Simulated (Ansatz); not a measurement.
Defect migration in monoclinic ZrO2 with all lengths changed by -1 %: O vacancy, neutral cell. All values below come from PBE, PAW (plane waves to 420 eV; Ansatz, a quantum-chemistry and plane-wave program).

96-site cell at the strained lattice (strain from the relaxed PBE one, atoms relaxed), the Γ point alone, smearing 0.01 eV, spin-restricted, no finite-size correction. No zero-point or tunnelling terms. The charge state is imposed; whether it is stable for some Fermi level was not computed. Forms of the defect that were not tried may lie lower. The start lies 0.10 eV above the lowest site run (PBE).

Barriers: single points on a 2×2×2 k-point mesh shifted by half a step at the bands' geometries (they differ from the bands' own by up to 0.07 eV, and are uncertain by about as much).

The step: one O atom jumps into the vacancy from a nearby O site. Atoms about the jump, Cartesian Å from the middle of the jump, before and after:

| atom | x0 | y0 | z0 | x1 | y1 | z1 |
|---|---|---|---|---|---|---|
| O1 | -0.27 | -1.23 | -0.46 | 0.27 | 1.23 | 0.46 |
| Zr2 | -1.49 | 0.23 | 0.25 | -1.47 | 0.18 | 0.22 |
| Zr3 | 1.42 | -2.38 | -0.17 | 1.41 | -2.36 | -0.17 |
| O4 | 2.06 | -0.90 | 1.25 | 2.05 | -0.89 | 1.23 |
| O5 | 2.51 | -0.83 | -1.38 | 2.51 | -0.82 | -1.38 |
| O6 | -0.75 | -0.38 | 2.14 | -0.71 | -0.48 | 2.10 |
| O7 | 0.15 | -0.44 | -3.10 | 0.12 | -0.41 | -3.05 |
| Zr8 | 1.86 | 0.66 | -2.78 | 1.86 | 0.66 | -2.79 |
| O9 | 0.63 | 2.11 | -2.02 | 0.69 | 2.20 | -2.11 |
| Zr10 | 0.96 | 0.65 | 2.47 | 0.98 | 0.66 | 2.44 |
| Zr11 | 1.39 | 2.77 | -0.14 | 1.42 | 2.82 | -0.17 |
| O12 | -2.13 | 1.70 | -1.15 | -2.12 | 1.70 | -1.16 |
| O13 | 2.47 | 1.78 | 1.45 | 2.55 | 1.78 | 1.47 |
| Zr14 | -1.05 | -1.93 | -2.37 | -1.04 | -1.94 | -2.39 |
| O15 | -2.63 | -0.82 | -1.39 | -2.55 | -0.82 | -1.37 |
| O16 | 2.99 | 1.70 | -1.14 | 3.01 | 1.70 | -1.16 |
| O17 | 0.67 | -3.03 | -2.09 | 0.67 | -2.98 | -2.06 |
| Zr18 | 3.62 | 0.21 | 0.25 | 3.64 | 0.21 | 0.25 |

Question: Predict the transition state.

Answer: 
| atom | x | y | z |
|---|---|---|---|
| O1 | 0.37 | -0.08 | -0.30 |
| Zr2 | -1.48 | 0.14 | 0.21 |
| Zr3 | 1.28 | -2.16 | -0.17 |
| O4 | 2.13 | -0.89 | 1.34 |
| O5 | 2.59 | -0.83 | -1.38 |
| O6 | -0.76 | -0.36 | 2.14 |
| O7 | 0.10 | -0.43 | -3.08 |
| Zr8 | 1.83 | 0.63 | -2.75 |
| O9 | 0.70 | 2.23 | -2.11 |
| Zr10 | 1.01 | 0.58 | 2.54 |
| Zr11 | 1.48 | 2.89 | -0.23 |
| O12 | -2.14 | 1.69 | -1.19 |
| O13 | 2.34 | 1.78 | 1.41 |
| Zr14 | -1.11 | -1.97 | -2.42 |
| O15 | -2.62 | -0.82 | -1.41 |
| O16 | 3.01 | 1.70 | -1.15 |
| O17 | 0.66 | -2.90 | -2.08 |
| Zr18 | 3.66 | 0.20 | 0.27 |
It lies 1.80 eV above the start and 1.80 eV above the end. The saddle point's order was not checked.
